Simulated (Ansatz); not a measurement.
BeAlNO (model structure, started from the AlSiCN type, P3m1, No. 156, 4 atoms in the cell), treated with G0W0@PBEsol (Ansatz, an electronic-structure program, hard PAW, contour deformation).

The cell is the one relaxed with PBEsol. Conventional cell: a = 2.9837 Å, b = 2.9837 Å, c = 4.6518 Å, α = 90.00°, β = 90.00°, γ = 120.00°.

The quasiparticle gap at Γ at a fixed k mesh 3×3×2:

| response cutoff | value (eV) |
|---|---|
| 200 eV, 423 empty bands | 6.523 |
| 250 eV, 591 empty bands | 6.558 |
| 300 eV, 777 empty bands | 6.576 |
| 400 eV, 1197 empty bands | 6.594 |

**Question.** Taking the value to converge with the response cutoff E as E^(−3/2), extrapolate from the last two rows.

**Answer.** With y = y∞ + c/w and weights w = 5196 and 8000 for the last two rows, y∞ = (w2 y2 − w1 y1)/(w2 − w1) = (8000 × 6.594 − 5196 × 6.576)/2804 = 6.627 eV, which lies 0.033 beyond the last row. Successive pairs of rows give 6.646, 6.633, 6.627. The limit also hangs on the law assumed, so its last digits aren't firm.

The other settings are not extrapolated, so this is the limit in one setting alone.

A model structure was made by putting elements into a prototype or built by hand; it is no filed structure, need not be a known phase, and can be a saddle point held by its symmetry.
